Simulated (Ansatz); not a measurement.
Functionals compared on a constructed model of the (111) surface of fcc Pd, a pseudomorphic layer of Ge in the host's stacking (bottom of the slab: a bare face, its two planes held), in Ansatz (plane waves, PAW). The structure was relaxed with PBE; the other rows are single points on it. Cutoff 420 eV (500 eV for r2SCAN).

Model: 7-atom slab, 13.6 Å thick at the start, 15x15x1 mesh, Fermi-Dirac 0.1 eV, dipole correction, 2 atoms held, the rest relaxed; start symmetry kept, larger cells not searched; no spin, no spin-orbit, no U. It is one candidate, not shown to be the stable structure of the face. These notes are the PBE run's.

| functional | work function of the top face (eV) | rough cost of the single point |
|---|---|---|
| PBE | 4.50 | – |
| RPBE | … | roughly 29 core-seconds |
| r2SCAN | 4.63 | about 110 core-seconds (a rough figure) |

Q: Complete the blanks.

A: 
- RPBE, work function of the top face (eV): 4.39

Ansatz is an electronic-structure program.
